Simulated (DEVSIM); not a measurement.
Structure: Co/La2O3/n-Ge capacitor, at 300 K.

```csv
layer (left to right),material,thickness (nm),Nd (cm⁻³)
1,La2O3,7.00,-
2,Ge,1500,1.6e17
```

Metal gate on the left, work function 5 eV. Fixed charge at the semiconductor interface 0 cm⁻² (in units of +e); no interface traps.

This is a model device: material constants are rounded textbook-type values typed into the input, and sizes, dopings and lifetimes were drawn at random. Values at 300 K.

| parameter | La2O3 | Ge |
|---|---|---|
| gap (eV) | 5.8 | 0.664 |
| affinity (eV) | 1.8 | 4 |
| permittivity | 27 | 16 |
| Nc (cm⁻³) | - | 1.04e19 |
| Nv (cm⁻³) | - | 6e18 |

Simulated with DEVSIM: 1D Poisson equation in equilibrium, Boltzmann statistics, complete ionisation; no quantum confinement or tunnelling. Metal contacts follow the ideal Schottky-Mott rule: no Fermi-level pinning, no interface dipoles.

### Question
Give the band bending (positive: bands bend down) and minority sheet density.

### Answer

| Vg (V) | ψs (V) | minority carriers (cm⁻²) |
|---|---|---|
| 0.25 | -0.551 | 7.4e11 |
| 0.4 | -0.440 | 1.5e10 |
| 0.55 | -0.301 | < 1e8 |
| 0.7 | -0.163 | < 1e8 |
| 0.85 | -0.033 | < 1e8 |
| 1 | 0.068 | < 1e8 |
